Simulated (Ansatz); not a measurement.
Here is the system:

```
CELL_PARAMETERS angstrom
      3.17070     0.00000     0.00000
      1.58535     2.74591     0.00000
      0.00000     0.00000     5.12322
ATOMIC_POSITIONS crystal
  Ga 0.33333 0.33333 0.99953
  Ga 0.66667 0.66667 0.49953
  N  0.33333 0.33333 0.37747
  N  0.66667 0.66667 0.87747
```

No spin polarisation.

The values are results of LDA (Ansatz, a program for electronic structure; PAW; 420 eV plane waves; scalar-relativistic without spin-orbit coupling), not measurements. Settings: 12×12×7 k-points, 0.05 eV Fermi–Dirac smearing.

Question: Predict the pressure and space group.

Answer: The pressure (mean of the normal stresses, compression positive) comes out as -1.78 GPa. The space group is P6_3mc (No. 186).

The cells carry an imposed strain or load. No phonon test of stability was made. The cell was made from GaN in the wurtzite structure (space group P6_3mc, No. 186) by this change: biaxial strain +0.60 %, plane normal [001], relaxed out of plane.
